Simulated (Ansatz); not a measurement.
Consider interstitial Ca in anatase TiO2, charge state +2. Level of theory: PBE, PAW (plane waves to 420 eV; Ansatz, a quantum-chemistry and plane-wave program).

Cell of 108 host sites held at the relaxed PBE lattice; the Γ point alone; Fermi-Dirac width 0.01 eV, spin-restricted; finite-size errors left in. Static, classical nuclei. The charge state is imposed; whether it is stable for some Fermi level was not computed. Sites that were not tried may lie lower.

Barriers: single points on a 2×2×2 k-point mesh shifted by half a step at the bands' geometries.

The step: one Ca atom jumps by itself. Atoms about the jump, Cartesian Å from the middle of the jump, before and after:

```json
[
 {"atom": "Ca1", "x0": "0.95", "y0": "0.00", "z0": "0.45", "x1": "-0.95", "y1": "0.00", "z1": "-0.45"},
 {"atom": "O2", "x0": "-0.91", "y0": "0.00", "z0": "1.62", "x1": "-0.95", "y1": "0.00", "z1": "1.76"},
 {"atom": "O3", "x0": "0.95", "y0": "0.00", "z0": "-1.76", "x1": "0.91", "y1": "0.00", "z1": "-1.62"},
 {"atom": "O4", "x0": "0.95", "y0": "-2.10", "z0": "0.97", "x1": "0.86", "y1": "-1.84", "z1": "0.76"},
 {"atom": "O5", "x0": "0.95", "y0": "2.10", "z0": "0.95", "x1": "0.86", "y1": "1.84", "z1": "0.76"},
 {"atom": "O6", "x0": "-0.86", "y0": "-1.84", "z0": "-0.76", "x1": "-0.95", "y1": "-2.10", "z1": "-0.95"},
 {"atom": "O7", "x0": "-0.87", "y0": "1.85", "z0": "-0.76", "x1": "-0.95", "y1": "2.11", "z1": "-0.95"},
 {"atom": "Ti8", "x0": "-0.99", "y0": "-2.03", "z0": "1.28", "x1": "-0.95", "y1": "-2.07", "z1": "1.41"},
 {"atom": "Ti9", "x0": "0.95", "y0": "-2.07", "z0": "-1.42", "x1": "0.99", "y1": "-2.03", "z1": "-1.27"},
 {"atom": "Ti10", "x0": "0.95", "y0": "2.07", "z0": "-1.41", "x1": "0.99", "y1": "2.04", "z1": "-1.27"},
 {"atom": "Ti11", "x0": "-0.99", "y0": "2.03", "z0": "1.27", "x1": "-0.95", "y1": "2.07", "z1": "1.41"},
 {"atom": "O12", "x0": "2.81", "y0": "0.00", "z0": "1.63", "x1": "2.80", "y1": "0.00", "z1": "1.62"},
 {"atom": "O13", "x0": "-2.81", "y0": "0.00", "z0": "-1.62", "x1": "-2.82", "y1": "0.00", "z1": "-1.62"},
 {"atom": "O14", "x0": "2.76", "y0": "-1.84", "z0": "-0.76", "x1": "2.84", "y1": "-1.92", "z1": "-0.78"},
 {"atom": "O15", "x0": "-2.85", "y0": "-1.92", "z0": "0.78", "x1": "-2.77", "y1": "-1.84", "z1": "0.76"},
 {"atom": "O16", "x0": "2.76", "y0": "1.85", "z0": "-0.76", "x1": "2.84", "y1": "1.93", "z1": "-0.78"},
 {"atom": "O17", "x0": "-2.85", "y0": "1.92", "z0": "0.78", "x1": "-2.77", "y1": "1.84", "z1": "0.76"},
 {"atom": "Ti18", "x0": "2.89", "y0": "-2.04", "z0": "1.28", "x1": "2.83", "y1": "-1.88", "z1": "1.21"},
 {"atom": "Ti19", "x0": "2.90", "y0": "2.04", "z0": "1.28", "x1": "2.83", "y1": "1.88", "z1": "1.21"},
 {"atom": "Ti20", "x0": "-2.83", "y0": "-1.88", "z0": "-1.21", "x1": "-2.90", "y1": "-2.03", "z1": "-1.27"},
 {"atom": "Ti21", "x0": "-2.84", "y0": "1.88", "z0": "-1.21", "x1": "-2.90", "y1": "2.04", "z1": "-1.27"}
]
```

Task: Where do these atoms stand at the saddle point, and how high is it?

Result: 
| atom | x | y | z |
|---|---|---|---|
| Ca1 | 0.00 | 0.00 | 0.00 |
| O2 | -1.15 | 0.00 | 1.77 |
| O3 | 1.14 | 0.00 | -1.77 |
| O4 | 0.90 | -1.91 | 0.81 |
| O5 | 0.90 | 1.91 | 0.81 |
| O6 | -0.91 | -1.91 | -0.81 |
| O7 | -0.91 | 1.91 | -0.81 |
| Ti8 | -1.07 | -2.11 | 1.38 |
| Ti9 | 1.07 | -2.11 | -1.38 |
| Ti10 | 1.07 | 2.11 | -1.38 |
| Ti11 | -1.07 | 2.11 | 1.38 |
| O12 | 2.75 | 0.00 | 1.56 |
| O13 | -2.76 | 0.00 | -1.56 |
| O14 | 2.84 | -1.99 | -0.81 |
| O15 | -2.84 | -1.99 | 0.81 |
| O16 | 2.84 | 2.00 | -0.81 |
| O17 | -2.84 | 2.00 | 0.81 |
| Ti18 | 2.79 | -1.91 | 1.21 |
| Ti19 | 2.79 | 1.91 | 1.21 |
| Ti20 | -2.79 | -1.91 | -1.21 |
| Ti21 | -2.79 | 1.91 | -1.21 |
It lies 0.72 eV above the start and 0.72 eV above the end. The saddle point's order was not checked, and it lies on a symmetry element of the cell, where a band can be held.
